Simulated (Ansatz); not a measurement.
Consider SrSnSe3 in the cubic perovskite structure (space group Pm-3m, No. 221; a = 5.323 Å; a hypothetical phase, not in the database extracts checked). Axes: x, y, z lie along the cube axes.

(Cell as relaxed with PBE.)

Levels (all Ansatz, a program for electronic structure, PAW): PBE (420 eV, scalar-relativistic without spin-orbit coupling); PBEsol (420 eV, without spin-orbit coupling).

Each level relaxes its own structure.

```
base                      PBE    PBEsol
-------------------  --------  --------
volume per atom      30.16 Å³  28.78 Å³
lattice parameter a   5.323 Å   5.240 Å
band gap                 zero      zero
```

The change: uniaxial strain ε_zz = +5.96 %, all other strain components held at zero; the atoms relax in the strained cell.

| quantity | PBE | PBEsol |
|---|---|---|
| energy relative to the base (free energy F) | +25 meV/atom | +27 meV/atom |
| pressure (mean of the normal stresses, compression positive) | -2.0 GPa | -2.3 GPa |
| shortest interatomic distance | 2.661 Å | 2.620 Å |
| band gap | zero | zero |

PBE's energy relative to the base lies 2.5 meV/atom below PBEsol's; PBE's pressure lies 0.3 GPa above PBEsol's; PBE's shortest interatomic distance lies 0.041 Å above PBEsol's (1.6 %); the two agree on the band gap. Neither level is exact; PBEsol is the comparison here, not a measurement.

Without a gap, meshes like the base's 9×9×9 leave anisotropic stresses uncertain by several tenths of a GPa, and small strain energies with them. No phonon test of stability was made. The final runs are not spin-polarised. Many cubic perovskites are stable only at high temperature; tilts and polar distortions were not tested.
